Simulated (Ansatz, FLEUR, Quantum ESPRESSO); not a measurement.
**LaCo5 (P6/mmm, 6 atoms in the cell) computed with different codes at matched settings**

Self-consistent single point, at a second geometry (lattice scaled by 0.98). First geometry:

```yaml
crystal:
  lattice:
    - [5.02268, 0.00000, 0.00000]
    - [-2.51134, 4.34977, 0.00000]
    - [0.00000, 0.00000, 3.96039]
  atoms:
    - { symbol: La, position: [0.00000, 0.00000, 0.00000] }
    - { symbol: Co, position: [0.33333, 0.66667, 0.00000], spin: 3.0 }
    - { symbol: Co, position: [0.66667, 0.33333, 0.00000], spin: 3.0 }
    - { symbol: Co, position: [0.50000, 0.00000, 0.50000], spin: 3.0 }
    - { symbol: Co, position: [0.50000, 0.50000, 0.50000], spin: 3.0 }
    - { symbol: Co, position: [0.00000, 0.50000, 0.50000], spin: 3.0 }
```
(The spins are starting values, not results.)

Shared settings, as Ansatz (a program for electronic structure) writes them: kpoints.mp_grid.grid = 5 5 6; scf.occupations.method = fermi_dirac; scf.occupations.width = 0.05 eV. Potentials and cutoffs stand in the table.

| code | model | ΔF from the first geometry (meV/atom) | pressure (GPa) | size of the net moment (μB/atom) | cutoff |
|---|---|---|---|---|---|
| Ansatz | LDA (PW92), PAW files made with PBE | -40.8 | -3.45 | 1.07 | default |
| FLEUR | LDA (Perdew-Zunger), all-electron FLAPW (FLEUR), scalar-relativistic valence | -38.7 | – | 1.04 | Kmax 3.8 1/bohr |
| Quantum ESPRESSO | LDA (PZ), GBRV 1.5 ultrasoft (LDA) pseudopotentials | -38.9 | -3.37 | 1.11 | 50 Ry |

A dash marks a value that a program does not give, or that is left out as unsure.

On Ansatz's run: the magnetic order is the one reached from the typed start; others were not searched systematically.

The spread over the programs that give each value: ΔF from the first geometry within 2.1 meV/atom; pressure within 0.08 GPa; size of the net moment within 0.07 μB/atom.

FLEUR treats all electrons, but the usual bases taken here (sphere radii, linearisation, local orbitals, empty states) were not tested for convergence, so the values are no reference for the others. Ansatz's pressure is given at a fixed set of plane waves, as the other plane-wave codes print theirs; with its correction for the finite basis it is -3.36 GPa. The same LDA comes in different parametrisations, which differ slightly.

The starting cell comes from a database of computed structures (which also holds hypothetical and non-ambient phases and stackings), without a prior relaxation at this level. For this run, on top of that: lattice scaled by 0.98.

Keys are those of Ansatz 0.2.
